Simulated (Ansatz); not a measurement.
## CaFeSi2O6 (C2/c, No. 15)

Level of theory: PBE0 in Ansatz (PAW).

Settings: plane-wave cutoff 500 eV, 4×4×4 k mesh, gaussian smearing 0.02 eV, spin-polarised with parallel moments, scalar-relativistic PAW data made under PBE.

Cell (relaxed with r²SCAN):

```xyz
20
Lattice="4.9294 -4.4888 0.0184 4.9294 4.4888 0.0184 -1.3205 0.0000 5.0633" Properties=species:S:1:pos:R:3 pbc="T T T"
Ca     4.5992    -1.7921     1.2843
Ca     3.9390     1.7921     3.8159
Fe     4.5992     3.6942     1.2843
Fe     3.9390    -3.6942     3.8159
Si     2.5373     0.8402     1.1912
Si     6.6612     0.8402     1.3773
Si     6.0010    -0.8402     3.9089
Si     1.8771    -0.8402     3.7229
O      0.9850     0.8259     0.7865
O      8.2135     0.8259     1.7820
O      7.5533    -0.8259     4.3137
O      0.3247    -0.8259     3.3181
O      3.1657     2.2261     1.6534
O      6.0327     2.2261     0.9151
O      5.3725    -2.2261     3.4468
O      2.5055    -2.2261     4.1851
O      2.1457     0.1808     5.0366
O      5.7323     0.1808     2.5952
O      6.3926    -0.1808     0.0636
O      2.8059    -0.1808     2.5049
```

* **band gap**: 4.27 eV (on the SCF k mesh)

Note: the magnetic order was assumed, not searched for or taken from measurement; a magnet's gap depends somewhat on the PAW data; cell and atoms aren't relaxed at this level (largest force component 0.23 eV/Å, pressure 0.5 GPa).

Ansatz is a quantum-chemistry and plane-wave program.
